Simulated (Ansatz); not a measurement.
Base system: Ca in the fcc (Cu type) structure (space group Fm-3m, No. 225; relaxed with 0.1 eV smearing).

```
CELL_PARAMETERS angstrom
      0.00000     2.76325     2.76325
      2.76325     0.00000     2.76325
      2.76325     2.76325     0.00000
ATOMIC_POSITIONS crystal
  Ca 0.00000 0.00000 0.00000
```

The values are results of PBE (Ansatz, a quantum-chemistry and plane-wave program; PAW; 420 eV plane waves; spin-orbit coupling left out), not measurements.

Base values:

The pressure is 0.0 GPa. The band gap is zero.

The change: the cell is scaled by 1.0050 in all directions, atoms relaxed at fixed cell.

Q: Estimate the effect on the energy relative to the base.

A: The energy increases by 0.5 meV/atom.

Q: Estimate the effect on the pressure.

A: The pressure goes from zero to -0.2 GPa.

Q: How does this affect the band gap?

A: The band gap remains zero.

The cells carry an imposed strain or load. No phonon test of stability was made.
